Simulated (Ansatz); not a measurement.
**Zinc-blende BaO (model structure): enthalpy of formation by level of theory**

No measured value is used here.

**Question.** Put these levels in order of the enthalpy of formation that they give for zinc-blende BaO (model structure), smallest first: LDA (Ansatz, an electronic-structure program), PBE (Ansatz), PBEsol (Ansatz).

**Answer.** LDA (-2.741 eV/atom), PBEsol (-2.531 eV/atom), PBE (-2.483 eV/atom)

Density-functional levels without +SOC have no spin–orbit coupling, which shifts binding energies of heavy elements. Each level is taken at its own relaxed cell. Ansatz's density-functional and Hartree–Fock values are scalar-relativistic unless marked +SOC, with PAW data made under PBE.

A model structure was made by putting elements into a prototype or built by hand; it is no filed structure, need not be a known phase, and can be a saddle point held by its symmetry.
